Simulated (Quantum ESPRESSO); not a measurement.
# Quick settings and what they miss: Si3N4 (P6_3/m, 14 atoms in the cell)

Self-consistent single point.

```
Si3N4
1.0
    7.56348     0.00000     0.00000
   -3.78174     6.55016     0.00000
    0.00000     0.00000     2.88951
Si N
6 8
Direct
  0.23108   0.82495   0.75000
  0.76892   0.17505   0.25000
  0.40613   0.23108   0.25000
  0.59387   0.76892   0.75000
  0.17505   0.40613   0.75000
  0.82495   0.59387   0.25000
  0.33333   0.66667   0.75000
  0.66667   0.33333   0.25000
  0.96919   0.66985   0.75000
  0.03081   0.33015   0.25000
  0.29934   0.96919   0.25000
  0.70066   0.03081   0.75000
  0.33015   0.29934   0.75000
  0.66985   0.70066   0.25000
```

Computed with PBE, GBRV 1.5 ultrasoft (PBE) pseudopotentials (plane waves; Quantum ESPRESSO).

Base settings: ecutwfc = 40 Ry; ecutrho = 200 Ry; occupations = fixed; potentials = {Si: si_pbe_v1.uspp.F.UPF, N: n_pbe_v1.2.uspp.F.UPF}; K_POINTS = automatic 5 5 11 0 0 0; nbnd = 36; conv_thr = 1e-08 Ry; mixing_beta = 0.3.

Tight run (finer mesh or higher cutoff; not a proven limit): ecutwfc: 40 Ry → 56 Ry; ecutrho: 200 Ry → 280 Ry; conv_thr: 1e-08 Ry → 7.3e-11 Ry; K_POINTS: automatic 5 5 11 0 0 0 → automatic 7 7 15 0 0 0. It gave top of the valence band (on the code's own zero) 8.47 eV; gap on the k-point mesh 4.41 eV; pressure 10.18 GPa; largest force (vector length) 0.067 eV/Å.

Quick runs, as changes from the base:
- A: the base itself
- B: pseudopotentials: {Si: si_pbe_v1.uspp.F.UPF, N: n_pbe_v1.2.uspp.F.UPF} → {Si: si_lda_v1.uspp.F.UPF, N: n_lda_v1.2.uspp.F.UPF}; K_POINTS: automatic 5 5 11 0 0 0 → automatic 4 4 4 0 0 0 [LDA (PZ)]
- C: ecutwfc: 40 Ry → 24 Ry; ecutrho: 200 Ry → 120 Ry; occupations: fixed → smearing; nbnd: 36 → default; K_POINTS: automatic 5 5 11 0 0 0 → automatic 6 6 6 1 1 1; smearing: default → fermi-dirac; degauss: default → 0.019992 Ry
- D: ecutwfc: 40 Ry → 32 Ry; ecutrho: 200 Ry → 160 Ry; occupations: fixed → smearing; nbnd: 36 → default; conv_thr: 1e-08 Ry → 7.3e-05 Ry; K_POINTS: automatic 5 5 11 0 0 0 → automatic 2 2 2 1 1 1; smearing: default → gaussian; degauss: default → 0.019992 Ry
- E: ecutwfc: 40 Ry → 20 Ry; ecutrho: 200 Ry → 100 Ry; K_POINTS: automatic 5 5 11 0 0 0 → automatic 8 8 8 0 0 0
- F: ecutwfc: 40 Ry → 28 Ry; ecutrho: 200 Ry → 140 Ry; occupations: fixed → smearing; nbnd: 36 → default; pseudopotentials: {Si: si_pbe_v1.uspp.F.UPF, N: n_pbe_v1.2.uspp.F.UPF} → {Si: si_lda_v1.uspp.F.UPF, N: n_lda_v1.2.uspp.F.UPF}; K_POINTS: automatic 5 5 11 0 0 0 → automatic 4 4 4 0 0 0; smearing: default → gaussian; degauss: default → 0.0099958 Ry [LDA (PZ)]

Dashes: energy of B, F, another energy zero; gap of D, left out as unsure on this mesh or at this smearing; time of D, under 30 s.

Gaps are read on each run's own mesh, which may miss the band edges.

† marks runs with another functional, U, potentials or spin treatment: their distance from the tight run is not a convergence error alone.

The count of work is k-points × plane waves × bands × iterations; it is no time. Core times come from one kind of shared machine and are given to one figure; runs under 30 s give none.

The starting cell comes from a database of computed structures (which also holds hypothetical and non-ambient phases and stackings), without a prior relaxation at this level. Its lattice was rescaled by a random factor within 2.5 % of one. In the base run, with a pressure of about 10 GPa the cell is away from its equilibrium volume at this level.

| run | energy less tight (meV/atom) | pressure less tight (GPa) | largest miss in a force vector (eV/Å) | gap on the mesh less tight (eV) | count of work / tight | core time / tight (rough) |
|---|---|---|---|---|---|---|
| A | 3.2 | 0.13 | 0.000 | -0.008 | 0.22 | 0.2 |
| B† | – | -8.76 | 0.050 | -0.121 | 0.080 | 0.09 |
| C | 372.5 | -25.48 | 0.055 | 0.380 | 0.16 | 0.2 |
| D | -105.7 | -3.83 | 0.349 | – | 0.0059 | – |
| E | 1090.1 | -55.27 | 0.090 | -0.141 | 0.16 | 0.2 |
| F† | – | -18.91 | 0.053 | -0.136 | 0.050 | 0.05 |

Among the runs at the tight run's level, the energy misses run from 3.2 to 1090.1 meV/atom.
